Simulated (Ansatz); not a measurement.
The structure below was relaxed with PBE, PAW, 420 eV (Ansatz, an electronic-structure program; scalar-relativistic without spin-orbit coupling), earlier PAW set, at pressure 0.3 GPa.

```yaml
crystal:
  lattice:
    - [0.00000, 1.81156, 1.81156]
    - [1.81156, 0.00000, 1.81156]
    - [1.81156, 1.81156, 0.00000]
  atoms:
    - { symbol: N, position: [0.75000, 0.75000, 0.75000] }
    - { symbol: B, position: [0.00000, 0.00000, 0.00000] }
```

Q: Find the space group and the Wyckoff positions.

A: Space group F-43m (No. 216); a = b = c = 3.6231 Å, α = β = γ = 90.00°

```csv
atom,site,symmetry,x,y,z
N,4c,-43m,0.2500,0.2500,0.2500
B,4a,-43m,0.0000,0.0000,0.0000
```

Q: Describe the coordination.

A: The crystal has 8 atoms in its conventional cell. Lattice parameters: a = b = c = 3.6231 Å, α = β = γ = 90.00°. N is coordinated by 4 B at 1.569 Å (tetrahedral). B is coordinated by 4 N at 1.569 Å (tetrahedral). (Neighbours: up to the widest gap in distance over summed covalent radii, below 1.35, at either atom.)

Load acts through the strain it causes; cell and atoms are relaxed under it. No phonon test of stability was made. The cell was made from BN in the zinc blende structure (space group F-43m, No. 216) by this change: pressure 0.3 GPa.
